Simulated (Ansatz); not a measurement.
The reference is Ca3SbN in the anti-perovskite structure (space group Pm-3m, No. 221; a = 4.8027 Å; a cell from a computed database, its experimental status unchecked). Axes: x, y, z lie along the cube axes.

Calculations: plane-wave PAW DFT at the PBEsol level (Ansatz, a program for electronic structure, 420 eV), spin-orbit coupling left out.

Before the change:

The band gap is 0.33 eV and the volume per atom is 22.16 Å³.

One thing is altered: uniaxial stress, 8 GPa compression along x; all other stress components relax to zero.

Q: Estimate the effect on the band gap, energy relative to the base and volume per atom.

A: The band gap changes from 0.33 eV to zero; the energy grows by 27 meV/atom; the volume per atom shrinks by 0.745 Å³ to 21.41 Å³.

Spin-orbit coupling, missing from the scalar runs, can matter with Sb. Load acts through the strain it causes; cell and atoms are relaxed under it. Beyond what the load breaks, stability against distortions was not tested. All final runs are without spin polarisation. Gaps under 0.05 eV, about the width of the smearing, are given as zero. A zero or small gap of Ca3SbN under uniaxial stress, 8 GPa compression along x can be the functional's error rather than a property of the material.
